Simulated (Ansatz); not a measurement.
Base system: PbTe in the rock salt structure (space group Fm-3m, No. 225; a = 6.569 Å).

The change: the cell is scaled by 0.9571 in all directions; the atoms relax in the strained cell.

Level of theory: Ansatz (a program for electronic structure), PBE, PAW, cutoff 420 eV, spin-orbit coupling left out, earlier PAW set.

Base, band edges from the VBM (valence, conduction): X -2.51, 3.52; W -0.28, 1.73; L 0.00, 0.83; Γ -1.16, 4.03; K -1.88, 3.54; U -1.88, 3.54 eV.

Task: Give the band edges at the high-symmetry points of the new zone, measured from its valence-band maximum.

Result: 
```csv
point,valence edge (eV),conduction edge (eV)
Γ,-1.71,4.13
X,-3.33,2.89
U,-2.44,3.58
K,-2.44,3.58
L,0.00,0.54
W,-0.51,1.55
```

The gap is 0.54 eV, direct at L.

Spin-orbit coupling, missing from the scalar runs, can matter with Pb and Te. Stability against distortions was not tested.
